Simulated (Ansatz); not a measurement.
Consider PtS2 in the CdI2 type structure (space group P-3m1, No. 164; layered, stacked along the Cartesian z axis).

```yaml
crystal:
  lattice:
    - [3.58361, 0.00000, 0.00000]
    - [-1.79180, 3.10349, 0.00000]
    - [0.00000, 0.00000, 4.65640]
  atoms:
    - { symbol: Pt, position: [0.00000, 0.00000, 0.00000] }
    - { symbol: S, position: [0.66667, 0.33333, 0.25900] }
    - { symbol: S, position: [0.33333, 0.66667, 0.74100] }
```

All numbers come from PBE-D3(BJ) in Ansatz (plane waves to 420 eV, PAW, spin-orbit coupling left out).

One change was made to it. Results:

```csv
quantity,base,after
shortest interatomic distance,2.395 Å,2.386 Å
c/a ratio,1.299,1.244
density,8.31 g/cm³,8.77 g/cm³
band gap,zero,zero
```

### Question
Which change produced these results?
A. pressure 30 GPa
B. pressure 3 GPa
C. pressure 75 GPa

### Answer
B, pressure 3 GPa. For comparison, the shortest interatomic distance in the other runs: pressure 30 GPa gives 2.317 Å; pressure 75 GPa gives 2.245 Å.

With Pt present, leaving out spin-orbit coupling can change the band edges. Load acts through the strain it causes; cell and atoms are relaxed under it. Whether these cells are dynamically stable was not tested. Competing high-pressure phases were not computed. The final runs are not spin-polarised. A zero or small gap of PtS2 can be the functional's error rather than a property of the material.

Ansatz is a program for electronic structure.
